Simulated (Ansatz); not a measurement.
**Habitual settings against a tight run: Ti₂Pd₃ (Cmcm, 10 atoms in the cell)**

Self-consistent single point.

```
CELL_PARAMETERS angstrom
      7.05244    -2.31736     0.00000
      7.05244     2.31736     0.00000
      0.00000     0.00000     4.53416
ATOMIC_POSITIONS crystal
  Ti 0.87899 0.33629 0.25000
  Ti 0.12101 0.66371 0.75000
  Ti 0.33629 0.87899 0.75000
  Ti 0.66371 0.12101 0.25000
  Pd 0.52188 0.08890 0.75000
  Pd 0.47812 0.91110 0.25000
  Pd 0.08890 0.52188 0.25000
  Pd 0.91110 0.47812 0.75000
  Pd 0.29786 0.70214 0.25000
  Pd 0.70214 0.29786 0.75000
```

Level of theory: LDA (PW92), PAW files made with PBE (plane waves; Ansatz, a first-principles code).

Base settings: basis.ecutwfc = 30.9 Ry; kpoints.mp_grid.grid = 5 5 5; hamiltonian.xc = lda; hamiltonian.pseudopotentials = {kind: paw} (the program's default PAW files); scf.occupations.method = fermi_dirac; scf.occupations.width = 0.0073 Ry.

Tight run (finer mesh or higher cutoff; not a proven limit): basis.ecutwfc: 30.9 Ry → 43.4 Ry; kpoints.mp_grid.grid: 5 5 5 → 7 7 7; scf.convergence.dr2_threshold: default (1e-07 eV) → 1e-09 eV. It gave Fermi level (on the code's own zero) 18.40 eV; pressure -1.92 GPa; largest force (vector length) 0.086 eV/Å.

Quick runs, as changes from the base:
- A: the base itself
- B: kpoints.mp_grid.grid: 5 5 5 → 4 4 4; scf.occupations.method: fermi_dirac → methfessel_paxton; scf.occupations.width: 0.0073 Ry → 0.01 Ry; kpoints.mp_grid.shift: default → 0.5 0.5 0.5
- C: basis.ecutwfc: 30.9 Ry → 15.4 Ry; kpoints.mp_grid.grid: 5 5 5 → 2 2 2; kpoints.mp_grid.shift: default → 0.5 0.5 0.5
- D: basis.ecutwfc: 30.9 Ry → 15.4 Ry; kpoints.mp_grid.grid: 5 5 5 → 4 4 4; scf.occupations.method: fermi_dirac → methfessel_paxton; scf.occupations.width: 0.0073 Ry → 0.0367 Ry; kpoints.mp_grid.shift: default → 0.5 0.5 0.5
- E: basis.ecutwfc: 30.9 Ry → 24.6 Ry; kpoints.mp_grid.grid: 5 5 5 → 2 2 2; scf.occupations.method: fermi_dirac → methfessel_paxton; scf.occupations.width: 0.0073 Ry → 0.0147 Ry; scf.convergence.dr2_threshold: default (1e-07 eV) → 0.001 eV
- F: basis.ecutwfc: 30.9 Ry → 24.6 Ry; kpoints.mp_grid.grid: 5 5 5 → 6 6 6; scf.occupations.method: fermi_dirac → cold; scf.occupations.width: 0.0073 Ry → 0.02 Ry

Energies are extrapolated to zero smearing width, which holds to low order in the width alone.

The count of work is k-points × plane waves × bands × iterations; it is no time. 

Pressures in the table are Ansatz's without its Pulay estimate, at a fixed set of plane waves; the tight run's value above holds the estimate.

The starting cell comes from a database of computed structures (which also holds hypothetical and non-ambient phases and stackings), without a prior relaxation at this level. Its lattice was rescaled by a random factor within 2.5 % of one. Spin polarisation is off.

| run | energy less tight (meV/atom) | pressure less tight (GPa) | largest miss in a force vector (eV/Å) | count of work / tight |
|---|---|---|---|---|
| A | 2.0 | 0.03 | 0.012 | 0.21 |
| B | 0.8 | -0.16 | 0.038 | 0.095 |
| C | 5310.8 | -282.23 | 0.497 | 0.0061 |
| D | 5274.5 | -282.16 | 0.581 | 0.038 |
| E | -18.8 | -3.40 | 0.172 | 0.027 |
| F | 18.5 | -2.77 | 0.056 | 0.29 |

Among the runs at the tight run's level, the energy misses run from 0.8 to 5310.8 meV/atom.

Keys are those of Ansatz 0.2.
